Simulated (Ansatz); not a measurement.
GaAs, pressure series

Start from GaAs in the zinc blende structure (space group F-43m, No. 216; a = 5.667 Å).

Cell and atoms are relaxed at each pressure.

The values are results of r2SCAN, PAW, 500 eV (Ansatz, an electronic-structure program; no SOC), not measurements.

Base values:

```
Property   Result
--------  -------
Band gap  0.96 eV
```

Q: The aim is a band gap between 1.32 eV and 1.48 eV. Which of these changes reaches it?
A. pressure 0.9 GPa
B. pressure 4.5 GPa
C. pressure 2.1 GPa

A: B, pressure 4.5 GPa. It gives 1.41 eV; pressure 0.9 GPa gives 1.06 eV; pressure 2.1 GPa gives 1.18 eV. Changes not listed may reach it too

Load acts through the strain it causes; cell and atoms are relaxed under it. Stability against distortions was not tested. Tetrahedral semiconductors of this kind turn to denser phases somewhere between about 1 and 50 GPa; those were not computed, so compressed cells here can lie past the real transition.
